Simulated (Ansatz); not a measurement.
## AlAs, response to strain

Base system: AlAs in the zinc blende structure (space group F-43m, No. 216; a = 5.6743 Å). Axes: x, y, z lie along the cube axes.

Strains are applied to the cell and any free atomic positions relax; under biaxial strain the out-of-plane vector relaxes too.

Method: Ansatz (a quantum-chemistry and plane-wave program), PBEsol, PAW, cutoff 420 eV, scalar-relativistic without spin-orbit coupling, earlier PAW set.

Notes on the quantities. energy relative to the base: free energy F.

```tsv
change	gap character	space group	volume per atom	energy relative to the base
base	indirect, Γ → X	F-43m (No. 216)	22.84 Å³	0 meV/atom
biaxial strain +3.74 %, plane normal [001], relaxed out of plane	indirect, Γ → M	I-4m2 (No. 119)	23.60 Å³	+20 meV/atom
biaxial strain +3.56 %, plane normal [111], relaxed out of plane	indirect, Γ → F	R3m (No. 160)	…	+27 meV/atom
isotropic strain −1.79 %	indirect, Γ → X	F-43m (No. 216)	21.63 Å³	…
tensor shear ε_xy = −1.81 %	indirect, Γ → X	Imm2 (No. 44)	22.83 Å³	+4.8 meV/atom
tensor shear ε_yz = −0.72 %	indirect, Γ → X	Imm2 (No. 44)	22.84 Å³	+0.8 meV/atom
```

### Question
Complete the table.

### Answer

- biaxial strain +3.56 %, plane normal [111], relaxed out of plane, volume per atom: 24.05 Å³
- isotropic strain −1.79 %, energy relative to the base: +16 meV/atom

Gaps are read on the SCF mesh and a high-symmetry path. Stability against distortions was not tested. Labels are those of the standard path for the cell's own space group.
